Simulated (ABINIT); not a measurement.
Band structure of Ru (P6_3/mmc, 4 atoms in the cell).

```xyz
4
Lattice="2.7401 0.0000 0.0000 -1.3700 2.3730 0.0000 0.0000 0.0000 8.8162" Properties=species:S:1:pos:R:3 pbc="T T T"
Ru     0.0000     0.0000     0.0000
Ru     0.0000     0.0000     4.4081
Ru     0.0000     1.5820     2.2040
Ru     1.3700     0.7910     6.6121
```

Method of the run: PBE, PAW (JTH v2.0 PBE PAW) (plane waves; ABINIT).

Settings: pseudos = [Ru.GGA_PBE-JTH.xml]; ecut = 544 eV; pawecutdg = 1088 eV; pawxcdev = 0; ixc = 11; occopt = 6; tsmear = 0.00499791 Ha; ngkpt = 8 8 2; nshiftk = 1; shiftk = 0 0 0; potentials = JTH v2.0 PBE PAW; kptopt = 1; nstep = 100.

The starting cell was generated: these elements placed on a structure prototype, without a prior relaxation; it need not be a known phase or ordering of this composition. Its lattice was rescaled by a random factor within 2.5 % of one. Spin polarisation is off.

Levels in eV from the Fermi level, bands 29 to 36:
```
point     29     30     31     32     33     34     35     36
-----  -----  -----  -----  -----  -----  -----  -----  -----
Γ      -1.94  -1.87  -1.87  -0.65  -0.65   0.03   0.03   0.62
M      -0.74   1.53   1.54   1.66   1.68   1.70   1.87   1.94
K      -0.94  -0.94   0.20   0.20   0.99   1.14   1.14   1.28
A      -2.13  -2.13  -0.49  -0.49  -0.27  -0.27  -0.27  -0.27
L      -0.18  -0.18   0.88   0.88   1.57   1.57   1.85   1.85
H      -0.93  -0.93  -0.16  -0.16   1.15   1.15   1.46   1.46
```

Bands cross the Fermi level along this path, so the cell is metallic at this level.
